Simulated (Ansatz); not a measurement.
An Ansatz (a first-principles code) run: PbS with a change (pressure 7.5 GPa); Ansatz PBEsol, no SOC.

Input:

Ansatz 0.2 input:
```yaml
crystal:
  lattice:
    - [0, 2.8810592475, 2.8810592475]
    - [2.8810592475, 0, 2.8810592475]
    - [2.8810592475, 2.8810592475, 0]
  atoms:
    - { symbol: Pb, position: [0.5, 0.5, 0.5] }
    - { symbol: S, position: [0, 0, 0] }
basis: { ecutwfc: 420, ecutrho_ratio: 4, xc_grid: 2, fft_grid_basis: typed }
kpoints: { mp_grid: { grid: [10, 10, 10] } }
hamiltonian:
  xc: pbesol
  dispersion: none
  pseudopotentials: { kind: paw }
scf: { occupations: { method: fermi_dirac, width: 0.05 } }
relax: { f_tol: 0.01, max_steps: 60, cell: { stress_tol: 0.02, p_target: 7.5 } }
output: { forces: true, stress: true }
checkpoint: { write: state.ck, write_every: 1000 }
```

Output (explanatory and most iteration lines left out):

```
Relaxation: its limit of steps is 60 (relax.max_steps)
Pseudopotential: Pb, paw, valence charge 14
Pseudopotential: S, paw, valence charge 6
Crystal: 2 atoms, lattice volume = 47.828 Å³
Basis set: ecut = 420 eV, 941 PW (Γ), exchange–correlation on 60×60×60 points (8 copies of the dense FFT grid, shifted against one another)
Bands: 14, of which v1, the nominal top of the filled ones, is band 10 counted from 1 (9 counted from 0)
Symmetry: 48 space group operations
Space group: Fm-3m (ITA 225), of the structure as read, at distance tolerance 3.6e-5 Å
k-points: 47 of 1000
Functional: x = pbesol(κ = 0.804, μ = 0.12345679012345678), c = pbesol(β = 0.046)
SCF iter   1: F=—  HF=-12640.879625 eV  |F-HF|=—  |Δ(HF+E_count)|=         —  Δρ=4.68e-3  dr2=1.94e-2  ethr=1.77e-3  ⟨swp⟩=6.4  Hψ=4024  notcnv=0
SCF iter   2: F=—  HF=-12640.873572 eV  |F-HF|=—  |Δ(HF+E_count)|=   6.05e-3  Δρ=1.99e-3  dr2=3.48e-3  ethr=9.71e-5  ⟨swp⟩=1.5  Hψ=1087  notcnv=0
SCF 1 converged in 6 iterations: F = -12640.872653 eV  dr2 = 1.16e-8
relax step   1: F+E_penalty+E_count = -12640.87265323 eV  Δ(F+E_penalty+E_count) = +0.000e0 eV  max|allowed force component| = 3.537e-29 eV/Å  Δτ_max = 0.0000 Å  P = +4.997 GPa  Ω = 47.828 Å³  (6 SCF iters, dr2 threshold 1.00e-7 eV, accepted)
[... steps on the carried basis left out ...]
relax step   5: F+E_penalty+E_count = -12640.81856658 eV  Δ(F+E_penalty+E_count) = +1.392e-4 eV  max|allowed force component| = 1.597e-29 eV/Å  Δτ_max = 0.0000 Å  P = +7.507 GPa  Ω = 46.435 Å³  stress off target by 6.55e-3 GPa  SCF on the basis re-selected at this cell (its energy is not comparable with the rows above)  (9 SCF iters)
SCF converged after 9 iterations
Free energy (F): -12640.818567 eV
Internal energy: -12640.818361 eV  (E = F + TS)
E sigma→0 (E₀):  -12640.818464 eV
Entropy (-TS):   -0.000205 eV (-0.103 meV/atom)
Fermi energy:    10.311083 eV
--- Forces (eV/Å), atoms counted from 1 ---
  atom   1  Pb     0.00000000    -0.00000000    -0.00000000
  atom   2  S     -0.00000000     0.00000000    -0.00000000
--- Stress (GPa, compression-positive) ---
        7.506546      -0.000000      -0.000000
       -0.000000       7.506546      -0.000000
       -0.000000      -0.000000       7.506546
  P = ⅓ Tr σ = 7.5065 GPa (75.065 kbar)
--- Relaxed structure (4 steps of the walk, 3 accepted, 1 SCFs on fresh bases) ---
  cell:  # Å, volume = 46.4354 Å³
    - [-5.795985687418732e-34, 2.8528105655327507, 2.8528105655327507]
    - [2.8528105655327507, -7.133520846053825e-34, 2.8528105655327507]
    - [2.8528105655327507, 2.8528105655327507, -3.757836874260497e-34]
  atoms:
    - { symbol: Pb, position: [0.5, 0.5, 0.5] }
    - { symbol: S, position: [6.661643229615686e-47, -7.397867615063408e-47, -9.82819972616503e-47] }
```

With Pb present, leaving out spin-orbit coupling can change the band edges. Load acts through the strain it causes; cell and atoms are relaxed under it. No phonon test of stability was made. Competing high-pressure phases were not computed. The cell was made from PbS in the rock salt structure (space group Fm-3m, No. 225) by this change: pressure 7.5 GPa.
